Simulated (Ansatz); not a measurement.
Effect of isotropic strain +1.49 % on Pt

Base system: Pt in the fcc (Cu type) structure (space group Fm-3m, No. 225; a = 3.942 Å; relaxed with 0.1 eV smearing).

Now apply this change: the cell is scaled by 1.0149 in all directions; the atoms relax in the strained cell.

The values are results of Kohn–Sham DFT with the r2SCAN functional, run in Ansatz (a quantum-chemistry and plane-wave program) with PAW and 500 eV plane waves, no spin-orbit coupling, earlier PAW set, not measurements. Settings: 29×29×29 k-points, 0.1 eV Fermi–Dirac smearing.

* **Volume per atom**: 16.00 Å³ (base 15.31 Å³)
* **Space group**: Fm-3m (No. 225) (base Fm-3m (No. 225))
* **Shortest interatomic distance**: 2.829 Å (base 2.787 Å)
* **Energy relative to the base (free energy F)**: +24 meV/atom
* **Pressure**: -10.6 GPa (base 0.0 GPa)
* **Band gap**: zero (base zero)

Final structure:

```yaml
crystal:
  lattice:
    - [0.00000, 2.00012, 2.00012]
    - [2.00012, 0.00000, 2.00012]
    - [2.00012, 2.00012, 0.00000]
  atoms:
    - { symbol: Pt, position: [0.00000, 0.00000, 0.00000] }
```

Whether these cells are dynamically stable was not tested. The final runs are not spin-polarised. Pt lies near a magnetic instability that expansion can trigger; it was not tested.
